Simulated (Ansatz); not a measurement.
```
CELL_PARAMETERS angstrom
      3.07707     0.00000     0.00000
     -1.53853     2.66482     0.00000
      0.00000     0.00000     4.82856
ATOMIC_POSITIONS crystal
  N  0.00000 0.00000 0.00000
  Ta 0.33333 0.66667 0.25378
  Ta 0.66667 0.33333 0.74622
```

The cell was generated from a structure type, relaxed within its symmetry, and need not be the phase found at ambient conditions. The run noted for some of its cells that some bands missed the eigensolver's tolerance. Spin-orbit coupling is not included.

**Question.** By how much do the lattice constants and the volume change from 300 K to 500 K (quasi-harmonic lattice dynamics, Ansatz, a program for electronic structure, PBEsol functional, plane-wave PAW), and how far does the bulk modulus soften?

**Answer.** a by 0.04 %, c by 0.24 %, the volume by 0.32 %; B_T goes from 284 to 282 GPa. The crystal is held in this phase throughout; melting and phase transitions are not modelled.

The PAW data sets were generated under PBE and serve the other functionals too.
